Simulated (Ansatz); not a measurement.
Si under load (space group I4_1/amd), Ansatz (a first-principles code) with r2SCAN with spin-orbit coupling, rigid bands. Condition of this run: uniaxial stress zz = -2 GPa (compression positive) (the target of the relaxation). Band gap 0.67 eV, N_c = 2.03e19 cm⁻³ and N_v = 1.04e19 cm⁻³ at 300 K, conductivity masses along y (a = (0.00, 2.71, 2.76) Å; b = (2.71, 0.00, 2.76) Å; c = (2.71, 2.71, 0.00) Å) of 0.340 mₑ (electrons) and 0.298 mₑ (holes). Take k_BT = 0.02585 eV.

Question: A film of it is 8 nm thick, with its normal along the direction named. Estimate the confinement energies in an infinite well.

Answer: ħ²π²/(2m t²) = 0.376 eV·nm²/(m/mₑ × t²) gives 17.3 meV for electrons and 19.7 meV for holes, so the gap would widen to about 0.71 eV. Finite barriers and nonparabolic bands lower this, and with several valleys or bands the heaviest mass along the normal sets the lowest level, not this average.

Question: What built-in voltage has an abrupt junction with N_A = 1e16 and N_D = 1e18 cm⁻³, all dopants ionised?

Answer: V_bi = E_g/e − (k_BT/e) ln(N_c N_v/(N_A N_D)) = 0.67 − 0.02585 × 9.96 = 0.41 V, for the computed gap.

Question: What thermal injection velocity √(2k_BT/πm) limits a ballistic channel along the direction named?

Answer: 9.23e6 cm/s for electrons and 9.86e6 cm/s for holes, a ratio of √(m_h/m_e) = 0.936, for dilute carriers.

Rigid bands with the computed gap; masses take one relaxation time for all states.
